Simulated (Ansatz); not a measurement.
The parent structure is MgB2 (space group P6/mmm, No. 191; relaxed with 0.1 eV smearing).

```xyz
3
Lattice="3.0640 0.0000 0.0000 -1.5320 2.6535 0.0000 0.0000 0.0000 3.4977" Properties=species:S:1:pos:R:3 pbc="T T T"
Mg     0.0000     0.0000     0.0000
B      1.5320     0.8845     1.7488
B      0.0000     1.7690     1.7488
```

Cartesian axes are those of the cell as printed.

Calculations: Kohn–Sham DFT with the PBEsol functional, run in Ansatz (a quantum-chemistry and plane-wave program) with PAW and 420 eV plane waves, no spin-orbit coupling.

Strains are applied to the cell and any free atomic positions relax.

One change was made to it. Results:

```json
[
 {"quantity": "energy relative to the base (free energy F)", "base": "0 meV/atom", "after": "+0.7 meV/atom"},
 {"quantity": "band gap", "base": "zero", "after": "zero"}
]
```

What was done to the base?
(A) tensor shear ε_xz = +1.71 %
(B) tensor shear ε_xz = +0.86 %
(C) tensor shear ε_xz = +2.00 %

B, tensor shear ε_xz = +0.86 %. For comparison, the energy relative to the base in the other runs: tensor shear ε_xz = +2.00 % gives +3.6 meV/atom; tensor shear ε_xz = +1.71 % gives +2.6 meV/atom.

Whether these cells are dynamically stable was not tested. The final runs are not spin-polarised.
